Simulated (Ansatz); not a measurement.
**Input and output of a self-consistent single point for BeS (F-43m, 2 atoms in the cell) (Ansatz, a program for electronic structure)**

Computed with LDA (PW92), default PAW files made with PBE (plane waves; Ansatz).

This input was run:

Ansatz 0.2 input:
```yaml
# BeS
crystal:
  lattice:
    - [0.000000, 2.427695, 2.427695]
    - [2.427695, 0.000000, 2.427695]
    - [2.427695, 2.427695, 0.000000]
  atoms:
    - { symbol: Be, position: [0.000000, 0.000000, 0.000000] }
    - { symbol: S, position: [0.250000, 0.250000, 0.250000] }
basis:
  ecutwfc: 30.9 Ry
kpoints:
  mp_grid: { grid: [9, 9, 9] }
hamiltonian:
  xc: lda
  pseudopotentials: { kind: paw }
scf:
  occupations: { method: fermi_dirac, width: 0.0007 Ry }
output:
  forces: true
  eigenvalues: true
  stress: true
```

The program printed (abridged):

```
WARN ansatz: RAYON_NUM_THREADS=1 ignored (pool sized by the plan → 1); use --threads N
Pseudopotentials: kind: paw
Pseudopotential: Be, paw, valence charge 2
Pseudopotential: S, paw, valence charge 6
Crystal: 2 atoms, lattice volume = 28.616 Å³
Basis set: ecut = 420.4159175005146 eV, 537 PW (Γ)
Bands: 8, of which v1, the nominal top of the filled ones, is band 4 counted from 1 (3 counted from 0)
Symmetry: 24 space group operations
Space group: F-43m (ITA 216), of the structure as read, at distance tolerance 3.1e-5 Å
k-points: 35 of 729 (time reversal used)
PAW frozen core: Be, regenerated for the run's functional, and the local potential with it
PAW frozen core: S, regenerated for the run's functional, and the local potential with it
Initial density: superposition of atomic densities (neutral atoms: chi_scale 0, normalization atom), corrected by the library's trained network
Initial wavefunctions: pseudopotential atomic-orbital guess
Eigensolver: davidson
Functional: x = slater, c = lda
SCF iter   1: F=—  HF=-960.008522 eV  |F-HF|=—  |Δ(HF+E_count)|=         —  Δρ=4.51e-3  dr2=3.65e-3  ethr=1.77e-3  ⟨swp⟩=5.3  Hψ=2301  notcnv=0
all-band conjugate gradients solve this SCF's bands
preconditioner: auto → none
SCF iter   2: F=—  HF=-960.007638 eV  |F-HF|=—  |Δ(HF+E_count)|=   8.83e-4  Δρ=2.16e-3  dr2=7.69e-4  ethr=4.56e-5  ⟨swp⟩=1.7  Hψ=596  notcnv=0
SCF iter   3: F=—  HF=-960.007479 eV  |F-HF|=—  |Δ(HF+E_count)|=   1.59e-4  Δρ=3.32e-4  dr2=4.19e-5  ethr=9.61e-6  ⟨swp⟩=2.7  Hψ=483  notcnv=0
SCF iter   4: F=—  HF=-960.007465 eV  |F-HF|=—  |Δ(HF+E_count)|=   1.43e-5  Δρ=5.52e-5  dr2=6.36e-7  ethr=5.23e-7  ⟨swp⟩=2.6  Hψ=418  notcnv=0
iter 5 did not close the SCF: its close was put off for the readings that it lacked (scf_convergence_deferred on its scf_iter line)
SCF iter   5: F=-960.007464 eV  HF=-960.007464 eV  |F-HF|=3.71e-8  |Δ(HF+E_count)|=   4.40e-8  Δρ=1.33e-5  dr2=5.87e-8  ethr=7.95e-9  ⟨swp⟩=1.6  Hψ=317  notcnv=0
SCF iter   6: F=-960.007464 eV  HF=-960.007464 eV  |F-HF|=3.81e-9  |Δ(HF+E_count)|=   1.39e-8  Δρ=3.67e-6  dr2=5.15e-9  ethr=7.34e-10  ⟨swp⟩=2.9  Hψ=980  notcnv=0
SCF 1 converged in 6 iterations: F = -960.007464 eV  dr2 = 5.15e-9
SCF converged after 6 iterations
Free energy (F): -960.007464 eV
Harris-Foulkes:  -960.007464 eV  (|F-HF|=3.81e-9)
Internal energy: -960.007464 eV  (E = F + TS)
E sigma→0 (E₀):  -960.007464 eV
Fermi energy:    6.623603 eV
--- Per-component energies (eV) ---
  E_band       = -0.227631
  E_kinetic    = 128.506371
  E_local      = -117.297672  (includes V_loc(G=0)·N_el)
  E_nonlocal   = 33.921577
  E_hartree    = 35.427862
  E_xc         = -116.283186
  E_vxc        = -109.140930  (∫ρ·V_xc dr)
  E_paw        = -623.979455  (= ΣΔE_a)
  E_vpaw       = -7.073157  (= ΣTr[D̂ρ^β])
  E_aug_tail   = 0.000001  (compensation charges beyond the density's cutoff)
  E_ewald      = -300.486448
  E_core_change = 0.183485  (= ΣΔE_core)
  E_smearing   = -0.000000  (= −TS)
  E_closure    = -0.000000  (closes the sum)
  Σ components = -960.007464   (vs F -960.007464, Δ=0.00e0)
--- Forces (eV/Å), atoms counted from 1 ---
  atom   1  Be     0.00000000    -0.00000000     0.00000000
  atom   2  S      0.00000000    -0.00000000    -0.00000000
  max |Σ_I F_I| component: 3.61e-16 eV/Å
--- Stress (GPa, compression-positive) ---
       -3.501162       0.000000      -0.000000
       -0.000000      -3.501162       0.000000
       -0.000000       0.000000      -3.501162
  P = ⅓ Tr σ = -3.5012 GPa (-35.012 kbar)
  The stress holds the Pulay correction. Without it, at fixed plane waves, as pw.x and ABINIT print it: P = -3.5139 GPa
--- Band table (eV; the first three rows and the last of 35) ---
  k-point 0: bands = ["-8.5205", "5.1265", "5.1265", "5.1265", "10.6453", "10.6453", "10.6453", "10.7559"]
  k-point 1: bands = ["-8.3797", "4.1263", "4.9632", "4.9632", "10.5404", "10.9347", "10.9347", "11.8723"]
  k-point 2: bands = ["-7.9831", "2.2622", "4.6136", "4.6136", "10.5104", "11.4547", "11.4547", "13.7323"]
  k-point 34: bands = ["-6.3580", "0.6854", "1.3235", "2.0652", "11.2119", "12.4853", "13.3323", "14.8947"]
```

The run converged in 6 iterations.

The starting cell has typed, rounded lattice constants, without a prior relaxation at this level. Its lattice was rescaled by up to half a per cent. With a pressure of about -4 GPa the cell is away from its equilibrium volume at this level. Ansatz's pressure includes its estimate of the finite-basis (Pulay) stress.
